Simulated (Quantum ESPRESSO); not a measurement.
Input and output of a self-consistent single point for ZnNi₄O₅ (C2/m, 10 atoms in the cell) (Quantum ESPRESSO).

Method: LDA (PZ)+U, PSlibrary PAW (LDA) pseudopotentials (plane waves; Quantum ESPRESSO 7.5).

```
ZnNi4O5
1.0
    4.98062    -1.50178     0.00000
    4.98062     1.50178     0.00000
   -3.62322     0.00000     6.40237
Zn Ni O
1 4 5
Direct
  0.00000   0.00000   0.00000
  0.59999   0.59999   0.40069
  0.40001   0.40001   0.59931
  0.19978   0.19978   0.79900
  0.80022   0.80022   0.20100
  0.00000   0.00000   0.50000
  0.60195   0.60195   0.89802
  0.39805   0.39805   0.10198
  0.20149   0.20149   0.30283
  0.79851   0.79851   0.69717
```
Moments meant for the start (each program seeds them in its own way; μB, in the order of the atoms Zn Ni Ni Ni Ni O O O O O): 0.0 2.0 2.0 2.0 2.0 0.0 0.0 0.0 0.0 0.0.

Reference input (self-consistent single point, DFT, LDA (PZ)+U, plane waves, PSlibrary PAW (LDA) pseudopotentials): ecutwfc = 55 Ry; ecutrho = 385 Ry; occupations = smearing; smearing = cold; degauss = 0.0036749 Ry; nspin = 2; K_POINTS = automatic 6 6 3 0 0 0; HUBBARD = atomic; U Ni-3d 6.2 eV; conv_thr = 1e-11 Ry; mixing_beta = 0.4. This run's input differs from it in these lines:

```diff
@@ -12,4 +12,4 @@
  ntyp = 3
- ecutwfc = 55
- ecutrho = 385
+ ecutwfc = 50
+ ecutrho = 350
  occupations = 'smearing'
```

Output, abridged:

```
     Self-consistent Calculation

     iteration #  1     ecut=    50.00 Ry     beta= 0.40

     =================== HUBBARD OCCUPATIONS ===================
     ------------------------ ATOM    2 ------------------------
     Tr[ns(  2)] (up, down, total) =   4.99344  3.55129  8.54473
     Atomic magnetic moment for atom   2 =   1.44215
     SPIN  1
     eigenvalues:
       0.998  0.999  0.999  0.999  0.999
     SPIN  2
     eigenvalues:
       0.375  0.392  0.886  0.945  0.954
   [... 3 blocks of this kind left out ...]

     Number of occupied Hubbard levels =   34.2951

     total energy              =   -1163.99045259 Ry
   [... lines left out ...]

     Magnetic moment per site  (integrated on atomic sphere of radius R)
     atom   1 (R=0.170)  charge=  9.7596  magn=  0.0215
     atom   2 (R=0.167)  charge=  7.6814  magn=  1.6689
     atom   3 (R=0.167)  charge=  7.6814  magn=  1.6689
     atom   4 (R=0.167)  charge=  7.6851  magn=  1.6613
     atom   5 (R=0.167)  charge=  7.6851  magn=  1.6613
     atom   6 (R=0.167)  charge=  5.6869  magn=  0.2413
     atom   7 (R=0.167)  charge=  5.6788  magn=  0.1757
     atom   8 (R=0.167)  charge=  5.6788  magn=  0.1757
     atom   9 (R=0.167)  charge=  5.6824  magn=  0.2076
     atom  10 (R=0.167)  charge=  5.6824  magn=  0.2076
     End of self-consistent calculation

     =================== HUBBARD OCCUPATIONS ===================
     ------------------------ ATOM    2 ------------------------
     Tr[ns(  2)] (up, down, total) =   4.99118  3.42412  8.41530
     Atomic magnetic moment for atom   2 =   1.56705
     SPIN  1
     eigenvalues:
       0.998  0.998  0.998  0.998  0.998
     SPIN  2
     eigenvalues:
       0.210  0.226  0.996  0.996  0.996

     Number of occupied Hubbard levels =   33.6755

     the Fermi energy is    11.0415 ev

!    total energy              =   -1164.53000652 Ry
     estimated scf accuracy    <          6.8E-12 Ry
     smearing contrib. (-TS)   =      -0.00000000 Ry
     internal energy E=F+TS    =   -1164.53000652 Ry

     Hubbard energy            =       0.33175484 Ry

   [... lines left out ...]
     total magnetization       =     8.00 Bohr mag/cell
     absolute magnetization    =     8.02 Bohr mag/cell
   [... lines left out ...]

     Total force =     0.007709     Total SCF correction =     0.000001

          total   stress  (Ry/bohr**3)                   (kbar)     P=     -119.31
  -0.00081294   0.00000000  -0.00000070         -119.59        0.00       -0.10
   0.00000000  -0.00080803   0.00000000            0.00     -118.86        0.00
  -0.00000070   0.00000000  -0.00081216           -0.10        0.00     -119.47

   JOB DONE.
```

The run converged in 30 iterations. Against the reference run the free energy rises by 7.6 meV/atom, the pressure goes from -11.75 to -11.93 GPa, the largest force hardly changes (0.104 to 0.103 eV/Å), the gap on the mesh moves little (1.453 to 1.454 eV) and the size of the net moment stays at 0.80 μB/atom.

The starting cell comes from a database of computed structures (which also holds hypothetical and non-ambient phases and stackings), without a prior relaxation at this level. The magnetic order is the one reached from the typed start; others were not searched systematically. With U or open f shells several self-consistent states can exist.

Cost on one core of a shared machine: roughly 20 min.
